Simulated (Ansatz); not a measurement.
The parent structure is GaN in the wurtzite structure (space group P6_3mc, No. 186).

```
GaN
1.0
    3.18330     0.00000     0.00000
   -1.59165     2.75682     0.00000
    0.00000     0.00000     5.18388
Ga N
2 2
Direct
  0.66667   0.33333   0.00099
  0.33333   0.66667   0.50099
  0.66667   0.33333   0.62421
  0.33333   0.66667   0.12421
```

Cartesian axes are those of the cell as printed.

Level of theory: Ansatz (a quantum-chemistry and plane-wave program), r2SCAN, PAW, cutoff 500 eV, scalar-relativistic without spin-orbit coupling, earlier PAW set.

One thing is altered: tensor shear ε_xy = +0.58 % (engineering shear γ = 0.0116), atoms relaxed at fixed cell.

Predict the stress tensor and what it implies for the stiffness.

Stress of the strained cell less that of the base (GPa, compression positive):
```
  -0.01   -1.34    0.00
  -1.34    0.02    0.00
   0.00    0.00   -0.01
```

Then −Δσ/γ with γ = 2ε = 0.0116 gives relaxed-ion elastic constants: C66 ≈ 115 GPa.

Whether these cells are dynamically stable was not tested.
